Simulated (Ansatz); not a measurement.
System: Ru-vacancy pair (Ru on one host W site, one W site vacant) in bcc W (neutral cell). These are PBE, PAW (plane waves to 420 eV; Ansatz, a program for electronic structure) values and carry that method's errors.

36-site cell at the relaxed PBE lattice, a 2×2×3 k-point mesh shifted by half a step, smearing 0.10 eV, spin-restricted, no finite-size correction. Energies are static. Spin-orbit coupling is left out. Forms of the defect that were not tried may lie lower.

Barriers: single points on a 3×3×5 k-point mesh shifted by half a step at the bands' geometries (they differ from the bands' own by up to 0.18 eV, and are uncertain by about as much).

The step: one W atom jumps into the vacancy from a nearby W site (Ru-vacancy distance between ideal sites 2.76 → 3.18 Å). Atoms about the jump, Cartesian Å from the middle of the jump, before and after:

```csv
atom,x0,y0,z0,x1,y1,z1
W1,-0.78,-0.78,0.77,0.78,0.78,-0.77
W2,-2.36,0.80,-0.80,-2.37,0.78,-0.77
W3,0.80,-2.36,-0.80,0.78,-2.37,-0.77
Ru4,-0.79,-0.79,-2.38,-0.79,-0.79,-2.39
W5,-0.78,2.37,0.77,-0.79,2.37,0.79
W6,2.37,-0.78,0.77,2.37,-0.79,0.79
W7,0.80,0.80,2.39,0.78,0.78,2.36
W8,-2.38,-2.38,-0.79,-2.37,-2.36,-0.77
W9,-2.36,0.81,2.38,-2.37,0.78,2.36
W10,0.81,-2.36,2.38,0.78,-2.36,2.36
W11,-0.77,2.36,-2.37,-0.79,2.36,-2.39
W12,2.36,-0.77,-2.37,2.36,-0.79,-2.39
```

Predict the transition state.


```
atom      x      y      z
----  -----  -----  -----
W1    -0.19  -0.19   0.08
W2    -2.46   0.85  -0.82
W3     0.85  -2.46  -0.82
Ru4   -0.77  -0.78  -2.45
W5    -0.81   2.39   0.80
W6     2.39  -0.81   0.80
W7     0.81   0.81   2.45
W8    -2.34  -2.34  -0.79
W9    -2.35   0.79   2.36
W10    0.79  -2.35   2.36
W11   -0.78   2.35  -2.34
W12    2.35  -0.78  -2.34
```
It lies 1.55 eV above the start and 1.42 eV above the end. The saddle point's order was not checked, and it lies on a symmetry element of the cell, where a band can be held.
